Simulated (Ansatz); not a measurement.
An Ansatz (a quantum-chemistry and plane-wave program) input (Kohn–Sham DFT with the PBE-D3(BJ) functional, run in Ansatz with PAW and 420 eV plane waves, no spin-orbit coupling):

Ansatz 0.2 input:
```yaml
crystal:
  lattice:
    - [5.6026229112, -3.2346758459, 0]
    - [0, 6.4693516918, 0]
    - [-1.8675409704, -3.2346758459, 6.0315369616]
  atoms:
    - { symbol: Zr, position: [0.0049478772, 0.0026988142, -0.0031043512] }
    - { symbol: Zr, position: [0.6718093701, 0.3370261477, -0.0009010706] }
    - { symbol: Zr, position: [0.3376338176, 0.6779033717, 0.0055378343] }
    - { symbol: Os, position: [0.0840214563, 0.5113171091, 0.2631881398] }
    - { symbol: Se, position: [0.751446188, 0.837154208, 0.267881948] }
    - { symbol: Se, position: [0.4260270788, 0.1782710474, 0.2689973365] }
    - { symbol: Se, position: [0.5776213498, 0.8229221349, 0.7361369265] }
    - { symbol: Se, position: [0.2421948954, 0.1571487473, 0.7322319038] }
    - { symbol: Se, position: [0.9068702013, 0.4871791039, 0.7359688471] }
basis: { ecutwfc: 420, ecutrho_ratio: 4, xc_grid: 2, fft_grid_basis: typed }
kpoints: { mp_grid: { grid: [7, 7, 7] } }
hamiltonian:
  xc: pbe
  dispersion: d3bj
  pseudopotentials: { kind: paw }
scf: { occupations: { method: fermi_dirac, width: 0.05 }, convergence: { dr2_threshold: 0.0000000009 } }
relax: { f_tol: 0.02, max_steps: 45 }
output: { forces: true, stress: true }
checkpoint: { write: state.ck, write_every: 1000 }
```

Problem. Which symmetry and how many k-points will the program report, and about how many plane waves at Γ?

Solution. Space group P1 (ITA 1) with 1 operations, k-points 172 of 343, and 4251 plane waves at Γ.

Problem. And the final pressure?

Solution. -3.43 GPa (compression positive).

The cell is small, so the values are those of an ordered compound at a high defect concentration; dilute-limit values will differ. All final runs are without spin polarisation. The cell was made from ZrSe$_{2}$ in the CdI2 type structure (space group P-3m1, No. 164; layered, stacked along the Cartesian z axis) by this change: Os on a Se site. The defect cell is not spin-polarised.
